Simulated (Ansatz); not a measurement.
A hypothetical phase is included: elements placed on a structure type, which no database files for this compound.

By r2SCAN, the system below comes out a metal.

A figure of merit of an interconnect metal is its ballistic conductance per area.

Consider the following.

```
CELL_PARAMETERS angstrom
      3.75845     0.00000     0.00000
     -1.87922     3.25491     0.00000
      1.87922     1.08497     3.06876
ATOMIC_POSITIONS crystal
  As 0.00000 0.00000 0.00000
  Ga 0.00000 0.50000 0.50000
```

The cell was relaxed by PBE-D3(BJ); by r2SCAN it stands under a pressure of 0.7 GPa.

The current flows along the normal of the first two printed cell vectors, the (111) plane of the conventional cell. No spin-orbit coupling; the value is a mean over 0.1 eV about the Fermi level.

Estimate the ballistic conductance per area that r2SCAN run with Ansatz (an electronic-structure program) returns for this system.

1.1 × 10¹⁵ S/m² for both spins.
